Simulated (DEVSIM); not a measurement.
Structure: Schottky contact on p-type Si, at 300 K.

| layer (left to right) | material | thickness (μm) | Na (cm⁻³) | τn (s) | τp (s) |
|---|---|---|---|---|---|
| 1 | Si | 3.90 | 1.3e15 | 1.6e-6 | 1.6e-6 |

Left contact: Schottky, work function 4.574 eV, emission velocity 2.1e6 cm/s. Right contact: ohmic. Voltage is applied to the left contact. Recombination: SRH at mid-gap, Auger. Gap narrowing is on: ΔEg = 6.92 meV × (l + √(l² + 0.5)), l = ln(N/1.3e17 cm⁻³), shared equally by both band edges. Mobility is constant in doping.

The device is made up for the run: typed textbook-type constants, with dimensions and the other settings drawn at random. Values at 300 K; Nc and Nv go as T^1.5, mobilities as T to minus their exponent, the gap by Varshni's rule with the affinity fixed.

```csv
parameter,Si
gap (eV),1.124
affinity (eV),4.05
permittivity,11.7
Nc (cm⁻³),2.86e19
Nv (cm⁻³),3.1e19
μn (cm²/Vs),1417
μp (cm²/Vs),470
T exponent of μn,2.3
T exponent of μp,2.2
Cn (cm⁶/s),2.8e-31
Cp (cm⁶/s),9.9e-32
Varshni α (eV/K),0.000473
Varshni β (K),636
```

Simulated with DEVSIM: 1D drift-diffusion, Boltzmann statistics, complete ionisation; no tunnelling, impact ionisation, image-force lowering or self-heating. Metal contacts follow the ideal Schottky-Mott rule: no Fermi-level pinning, no interface dipoles.

The temperature was swept, all else fixed.

```
temperature (K)  largest field in the device at zero bias (V/cm)  dark forward voltage at 100 A/cm² (V)  potential step across the device at zero bias (V)
---------------  -----------------------------------------------  -------------------------------------  -------------------------------------------------
250                                                        12000                                  0.649                                              0.401
300                                                        11000                                  0.719                                              0.339
350                                                         9900                                  0.816                                              0.276
400                                                         8400                                  0.931                                              0.210
450                                                         6500                                  1.004                                              0.143
500                                                         4400                                  0.869                                              0.076
```

From the first row to the last the largest field in the device at zero bias goes from 12000 to 4400. From the first row to the last the dark forward voltage at 100 A/cm² goes from 0.649 to 0.869.
